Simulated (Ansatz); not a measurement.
Base system: Cs in the bcc (W type) structure (space group Im-3m, No. 229; relaxed with 0.1 eV smearing).

```yaml
crystal:
  lattice:
    - [-3.00358, 3.00358, 3.00358]
    - [3.00358, -3.00358, 3.00358]
    - [3.00358, 3.00358, -3.00358]
  atoms:
    - { symbol: Cs, position: [0.00000, 0.00000, 0.00000] }
```

Cartesian axes are those of the cell as printed.

Computed with PBEsol in Ansatz (plane waves to 420 eV, PAW, no spin-orbit coupling).

Strains are applied to the cell and any free atomic positions relax; under biaxial strain the out-of-plane vector relaxes too.

One change was made to it. Results:

The energy hardly moves; the volume per atom decreases by 0.31 Å³, from 108.39 Å³ to 108.08 Å³.

Question: What was done to the base?
(A) biaxial strain −1.00 %, plane normal [001], relaxed out of plane
(B) biaxial strain +0.50 %, plane normal [001], relaxed out of plane
(C) biaxial strain −0.50 %, plane normal [001], relaxed out of plane
(D) biaxial strain −2.00 %, plane normal [001], relaxed out of plane

Answer: A, biaxial strain −1.00 %, plane normal [001], relaxed out of plane. For comparison, the volume per atom in the other runs: biaxial strain −0.50 %, plane normal [001], relaxed out of plane gives 108.25 Å³; biaxial strain +0.50 %, plane normal [001], relaxed out of plane gives 108.64 Å³; biaxial strain −2.00 %, plane normal [001], relaxed out of plane gives 107.99 Å³.

No phonon test of stability was made. The final runs are not spin-polarised.

Ansatz is a quantum-chemistry and plane-wave program.
